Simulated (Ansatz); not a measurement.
BN (P6_3mc): band-edge transport data

Here is the system:

```
CELL_PARAMETERS angstrom
      2.54101     0.00000     0.00000
     -1.27050     2.20058     0.00000
      0.00000     0.00000     4.20329
ATOMIC_POSITIONS crystal
  B  0.33333 0.66667 0.00027
  B  0.66667 0.33333 0.50027
  N  0.33333 0.66667 0.37473
  N  0.66667 0.33333 0.87473
```

These are PBE, rigid bands (plane waves, PAW, scalar-relativistic; Ansatz, an electronic-structure program) values and carry that method's errors. Cell: cell and atoms relaxed with PBEsol.

The band gap is 5.19 eV and the electron conductivity mass (300 K, dilute) is 0.52 (x), 0.52 (y), 0.31 (z) mₑ. The hole conductivity mass (300 K, dilute) is 0.83 (x), 0.83 (y), 1.29 (z) mₑ and the effective density of states N_c (300 K) comes out as 1.4e19 cm⁻³. The effective density of states N_v (300 K) comes out as 4.8e19 cm⁻³ and the density-of-states mass, electrons comes out as 0.68 mₑ. The density-of-states mass, holes comes out as 1.53 mₑ. The Seebeck coefficient, n-type 1e19 cm⁻³, 300 K comes out as -251 μV/K and the best n-type power factor at 300 K for τ = 10 fs (best axis; densities from 1e16 to 1e21 cm⁻³ tried, whether or not they can be reached) is 7.5 μW/(cm·K²) at 3e19 cm⁻³. The Seebeck coefficient, p-type 1e19 cm⁻³, 300 K comes out as 352 μV/K and the best p-type power factor at 300 K for τ = 10 fs (best axis; densities from 1e16 to 1e21 cm⁻³ tried, whether or not they can be reached) is 9.5 μW/(cm·K²) at 1e20 cm⁻³.

Rigid bands; masses and Seebeck coefficients take one relaxation time τ for all states and one kind of carrier; polarons and phonon drag are left out. Spin-orbit coupling is left out. Geometry: cell and atoms relaxed with PBEsol.
